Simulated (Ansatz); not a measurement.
Base system: PtGe (space group Pnma, No. 62; a = 5.772 Å, b = 3.713 Å, c = 6.129 Å).

The values are results of plane-wave PAW DFT at the r2SCAN level (Ansatz, an electronic-structure program, 500 eV), without spin-orbit coupling, not measurements.

Before the change:

| Property | Value |
|---|---|
| Volume per atom | 16.42 Å³ |

Modification: cell and atoms relaxed at a pressure of 0.3 GPa.

Q: How does this affect the volume per atom?

A: The volume per atom falls by 0.03 Å³ (16.42 Å³ → 16.39 Å³).

Load acts through the strain it causes; cell and atoms are relaxed under it. No phonon test of stability was made. All final runs are without spin polarisation.
